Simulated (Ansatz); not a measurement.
Results of PBEsol in Ansatz (PAW) for BAs (model structure, started from the BeO type, P4₂/mnm, No. 136, 8 atoms in the cell).

The run printed, among other lines:

```
Crystal: 8 atoms, lattice volume = 114.549 Å³
Basis set: ecut = 520 eV, 3113 PW (Γ), exchange–correlation on 90×90×54 points (8 copies of the dense FFT grid, shifted against one another)
Bands: 44, of which v1, the nominal top of the filled ones, is band 36 counted from 1 (35 counted from 0)
Symmetry: 16 space group operations
Space group: P42/mnm (ITA 136), of the structure as read, at distance tolerance 4.9e-5 Å
k-points: 60 of 360
Functional: x = pbesol(κ = 0.804, μ = 0.12345679012345678), c = pbesol(β = 0.046)
SCF iter   1: F=—  HF=-19862.043103 eV  |F-HF|=—  |Δ(HF+E_count)|=         —  Δρ=3.71e-3  dr2=2.06e-2
SCF iter   2: F=—  HF=-19862.037230 eV  |F-HF|=—  |Δ(HF+E_count)|=   5.87e-3  Δρ=1.71e-3  dr2=4.13e-3
  ...
SCF iter   7: F=—  HF=-19862.037093 eV  |F-HF|=—  |Δ(HF+E_count)|=   1.09e-8  Δρ=2.47e-6  dr2=1.13e-8
SCF iter   8: F=-19862.037093 eV  HF=-19862.037093 eV  |F-HF|=1.75e-10  |Δ(HF+E_count)|=   8.35e-9  Δρ=5.76e-7  dr2=7.19e-10
SCF 1 converged in 8 iterations: F = -19862.037093 eV  dr2 = 7.19e-10
SCF converged after 8 iterations
Free energy (F): -19862.037093 eV
Internal energy: -19862.037093 eV  (E = F + TS)
E sigma→0 (E₀):  -19862.037093 eV
Fermi energy:    10.750923 eV
--- Stress (GPa, compression-positive) ---
       -0.009871       0.000000       0.000000
        0.000000      -0.009871       0.000000
        0.000000       0.000000      -0.002404
  P = ⅓ Tr σ = -0.0074 GPa (-0.074 kbar)
```

### Question
Write an input file that could have produced this run (the log leaves some choices open).

### Answer
This is not unique; one that fits is 
Ansatz 0.2 input:
```yaml
crystal:
  lattice:
    - [5.8372909181, 0.0, 0.0]
    - [0.0, 5.8372909181, 0.0]
    - [0.0, 0.0, 3.3617709104]
  atoms:
    - { symbol: B, position: [0.3226964558, 0.6773035442, 0.0] }
    - { symbol: B, position: [0.6773035442, 0.3226964558, 0.0] }
    - { symbol: B, position: [0.8226964558, 0.8226964558, 0.5] }
    - { symbol: B, position: [0.1773035442, 0.1773035442, 0.5] }
    - { symbol: As, position: [0.3184177018, 0.3184177018, 0.0] }
    - { symbol: As, position: [0.6815822982, 0.6815822982, 0.0] }
    - { symbol: As, position: [0.1815822982, 0.8184177018, 0.5] }
    - { symbol: As, position: [0.8184177018, 0.1815822982, 0.5] }
basis:
  ecutwfc: 520
  ecutrho_ratio: 4
  xc_grid: 2
kpoints:
  mp_grid: { grid: [6, 6, 10] }
  band_path:
    path:
      - [0.0, 0.0, 0.0]
      - [0.0, 0.125, 0.0]
      - [0.0, 0.25, 0.0]
      - [0.0, 0.375, 0.0]
      - [0.0, 0.5, 0.0]
      - [0.125, 0.5, 0.0]
      - [0.25, 0.5, 0.0]
      - [0.375, 0.5, 0.0]
      - [0.5, 0.5, 0.0]
      - [0.428571, 0.428571, 0.0]
      - [0.357143, 0.357143, 0.0]
      - [0.285714, 0.285714, 0.0]
      - [0.214286, 0.214286, 0.0]
      - [0.142857, 0.142857, 0.0]
      - [0.071429, 0.071429, 0.0]
      - [0.0, 0.0, 0.055556]
      - [0.0, 0.0, 0.111111]
      - [0.0, 0.0, 0.166667]
      - [0.0, 0.0, 0.222222]
      - [0.0, 0.0, 0.277778]
      - [0.0, 0.0, 0.333333]
      - [0.0, 0.0, 0.388889]
      - [0.0, 0.0, 0.444444]
      - [0.0, 0.0, 0.5]
      - [0.0, 0.125, 0.5]
      - [0.0, 0.25, 0.5]
      - [0.0, 0.375, 0.5]
      - [0.0, 0.5, 0.5]
      - [0.125, 0.5, 0.5]
      - [0.25, 0.5, 0.5]
      - [0.375, 0.5, 0.5]
      - [0.5, 0.5, 0.5]
      - [0.428571, 0.428571, 0.5]
      - [0.357143, 0.357143, 0.5]
      - [0.285714, 0.285714, 0.5]
      - [0.214286, 0.214286, 0.5]
      - [0.142857, 0.142857, 0.5]
      - [0.071429, 0.071429, 0.5]
      - [0.0, 0.5, 0.055556]
      - [0.0, 0.5, 0.111111]
      - [0.0, 0.5, 0.166667]
      - [0.0, 0.5, 0.222222]
      - [0.0, 0.5, 0.277778]
      - [0.0, 0.5, 0.333333]
      - [0.0, 0.5, 0.388889]
      - [0.0, 0.5, 0.444444]
      - [0.5, 0.5, 0.055556]
      - [0.5, 0.5, 0.111111]
      - [0.5, 0.5, 0.166667]
      - [0.5, 0.5, 0.222222]
      - [0.5, 0.5, 0.277778]
      - [0.5, 0.5, 0.333333]
      - [0.5, 0.5, 0.388889]
      - [0.5, 0.5, 0.444444]
    npoints: 1
hamiltonian:
  xc: pbesol
  dispersion: none
  pseudopotentials: { kind: paw }
scf:
  occupations: { method: fermi_dirac, width: 0.01 }
  convergence: { dr2_threshold: 0.0000000008 }
output:
  forces: true
  stress: true
  eigenvalues: true
  write_bands: true
```

The PAW data were made under PBE.

Note: the relaxation could raise the start's symmetry but not lower it, so the cell can be a saddle point.

The result took around 40 core-seconds (rough).

A model structure was made by putting elements into a prototype or built by hand; it is no filed structure, need not be a known phase, and can be a saddle point held by its symmetry.

Ansatz is an electronic-structure program.
